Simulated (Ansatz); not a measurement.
Partial pair distribution functions of a relaxed model of amorphous Hf$_{18}$O$_{39}$Al$_{2}$, broadened by 0.06 Å; density 8.56 g/cm³. Method: PBE, scalar-relativistic without spin-orbit coupling (plane waves to 420 eV, PAW; Ansatz, a program for electronic structure).

The cell was made by melting and quenching with the CHGNet potential and then relaxed with DFT. O atoms were pushed apart under 1.9 Å during the dynamics, to hinder bonds among them. The hot cell started wider than the set density and was brought back towards it in steps. It is the lowest in DFT energy of 2 quenches. It is a model cell: composition and starting density were chosen by hand, and all elements were melted together. No dispersion term was used. Its density started from a set value of 8.56 and ended at 8.56 g/cm³. Cooling (nominally 450 K/ps over its main leg) ran many orders faster than in experiment, which tends to leave more defects and strain. Values belong to this one cell and scatter from quench to quench. The volume was held where the preparation left it and the shape relaxed, at a PBE pressure of -1.3 GPa (tension). Stress components on the final sampling reach 1.4 GPa. On a 2×2×2 Γ-centred mesh force components of up to 0.13 eV/Å stay, since the relaxation ran on the zone centre alone.

```
r (Å)  g Hf-O  g O-Al  g Hf-Hf  g O-O
-----  ------  ------  -------  -----
1.50     0.00    0.00     0.00   0.00
1.60     0.00    0.23     0.00   0.00
1.70     0.00    3.58     0.00   0.00
1.80     0.05    8.45     0.00   0.00
1.90     0.79    6.57     0.00   0.00
2.00     4.33    1.72     0.00   0.00
2.10     7.80    0.09     0.00   0.00
2.20     5.16    0.00     0.00   0.00
2.30     1.81    0.00     0.00   0.04
2.40     0.71    0.00     0.00   0.48
2.50     0.36    0.01     0.00   1.42
2.60     0.13    0.35     0.00   2.30
2.70     0.05    0.64     0.00   2.26
2.80     0.07    0.09     0.00   2.24
2.90     0.13    0.39     0.00   1.90
3.00     0.31    0.85     0.21   1.90
3.10     0.17    0.42     0.75   1.89
3.20     0.28    0.03     0.96   1.54
3.30     0.30    0.12     2.36   1.11
3.40     0.47    1.13     3.01   0.59
3.50     0.42    2.20     3.54   0.41
3.60     0.43    1.65     2.51   0.73
3.70     0.73    0.58     1.55   0.78
3.80     1.01    0.93     1.67   0.76
3.90     1.16    1.31     1.86   0.82
4.00     1.32    1.23     1.42   0.94
4.10     1.30    1.41     1.35   1.16
4.20     1.23    1.66     0.98   1.05
4.30     1.40    1.01     0.53   0.84
4.40     1.52    1.71     0.60   0.68
```

Within 2.64 Å each Hf has 6.28 O neighbours on average.
